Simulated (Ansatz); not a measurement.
# Al (Fm-3m): band-structure transport figures

Input:

```
Al
1.0
    0.00000     2.00920     2.00920
    2.00920     0.00000     2.00920
    2.00920     2.00920     0.00000
Al
1
Direct
  0.00000   0.00000   0.00000
```

Method: PBEsol, rigid bands (plane waves, PAW, scalar-relativistic; Ansatz, a first-principles code). How the cell was made: cell and atoms relaxed with PBEsol.

```json
{
  "density of states at the Fermi level": "0.406 states/(eV·cell), both spins",
  "bare Sommerfeld coefficient": "0.96 mJ/(mol of atoms·K²)",
  "drude_plasma_energy": "12.4 eV",
  "root-mean-square Fermi velocity": "1.5e6 m/s",
  "resistivity times τ": "3.2 ×10⁻²² Ω·m·s"
}
```

A metal at this level (no band gap); rigid bands, thermally averaged at 300 K, both spins. Spin-orbit coupling is left out. τ is one relaxation time for all states.
